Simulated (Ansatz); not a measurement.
A hypothetical phase is included: elements placed on a structure type, which no database files for this compound.

By PBEsol, the system below comes out a metal.

A figure of merit of an interconnect metal is its ballistic conductance per area.

Input:

```xyz
2
Lattice="4.3498 0.0000 0.0000 0.0000 6.1516 0.0000 2.1749 3.0758 2.1749" Properties=species:S:1:pos:R:3 pbc="T T T"
Zr     2.1749     4.6137     0.0000
Zr     0.0000     3.0758     0.0000
```

The cell was relaxed by PBE-D3(BJ).

The current flows along the normal of the first two printed cell vectors, the (110) plane of the conventional cell. No spin-orbit coupling; the value is a mean over 0.1 eV about the Fermi level.

### Question
Give the ballistic conductance per area that Ansatz (a program for electronic structure) with PBEsol yields.

### Answer
0.68 × 10¹⁵ S/m² for both spins.
